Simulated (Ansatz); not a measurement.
Take WC (space group P-6m2, No. 187; a = 2.923 Å, c = 2.846 Å; relaxed with 0.1 eV smearing) as the base. Axes: x lies along a and z along c of the hexagonal cell.

(Cell as relaxed with PBE.)

Levels (all Ansatz, a program for electronic structure, PAW, earlier PAW set): PBE (420 eV, no SOC); r2SCAN (500 eV, no spin-orbit coupling).

Each level relaxes its own structure.

```json
[
 {"base": "volume per atom", "PBE": "10.53 Å³", "r2SCAN": "10.42 Å³"},
 {"base": "lattice parameter a", "PBE": "292.3 pm", "r2SCAN": "291.3 pm"},
 {"base": "band gap", "PBE": "zero", "r2SCAN": "zero"}
]
```

The change: compressive biaxial strain of 2.47 % in the plane normal to [001], as in epitaxy on a mismatched substrate; the out-of-plane cell vector and the atoms relax.

```tsv
quantity	PBE	r2SCAN
pressure (mean of the normal stresses, compression positive)	15.9 GPa	16.8 GPa
volume per atom	10.11 Å³	10.00 Å³
```

PBE's pressure lies 0.9 GPa below r2SCAN's; PBE's volume per atom lies 0.11 Å³ above r2SCAN's (1.1 %). Neither level is exact; r2SCAN is the comparison here, not a measurement.

Whether these cells are dynamically stable was not tested. All final runs are without spin polarisation.
